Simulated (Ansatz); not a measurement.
For rock-salt TaC, B3LYP (VWN-RPA form) in Ansatz (PAW) gives:

- equilibrium lattice constant a: 4.489 Å
- bulk modulus: 326 GPa

Question: What does Hartree–Fock (Ansatz, an electronic-structure program, PAW) give for the same quantities?

Answer: 
- lattice constant a: 4.493 Å (increases by 0.1 %)
- bulk modulus: 358 GPa (grows by 9.8 %)

For comparison: lattice constant a 4.456 Å (measured, 300 K, no zero-point or thermal correction; as tabulated in Wikipedia's data pages); bulk modulus 305 ± 5 GPa (measured, room temperature, no zero-point or thermal correction, our sources range from 305 to 345; as tabulated in Speziale et al., equation of state of TaC (DESY record 425561)).

Changes are worked out from the printed values.

Unless a cell is named, each level is at its own relaxed cell (B3LYP (VWN-RPA form) 11.31, Hartree–Fock 11.34 Å³/atom).

Levels without +SOC leave out spin–orbit coupling, which shifts energies and cells of such heavy elements.

Ansatz's density-functional and Hartree–Fock values are scalar-relativistic unless marked +SOC, with PAW data made under PBE.
